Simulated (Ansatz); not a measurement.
**TiAl: Al → Lu**

Start from TiAl (space group P4/mmm, No. 123; a = 2.797 Å, c = 4.032 Å).

Perturbation: full substitution Al → Lu; the structure is relaxed again.

Computed with PBEsol/PAW in Ansatz (a program for electronic structure), without spin-orbit coupling. Γ-centred 15×15×11 mesh, Fermi–Dirac width 0.05 eV, for the changed cell.

The volume per atom goes up by 5.567 Å³ (15.78 Å³ → 21.34 Å³) and the density rises by 4.73 g/cm³, from 3.94 g/cm³ to 8.67 g/cm³. The lattice parameter a grows by 0.328 Å to 3.125 Å and the c/a ratio drops by 0.043 (1.442 → 1.399). The space group is still P4/mmm (No. 123) and the shortest interatomic distance goes up by 0.311 Å (2.797 Å → 3.108 Å). The band gap stays zero.

Cost of the whole job for the changed cell (relaxation, final SCF and bands): about 120 core-seconds (a rough figure).

No phonon test of stability was made. As relaxed here, LuTi is a hypothetical phase, not in the database extracts checked. The final runs are not spin-polarised. An odd electron count without spin: LuTi and TiAl. LuTi has a high density of states at the Fermi level and may be magnetic at this level.
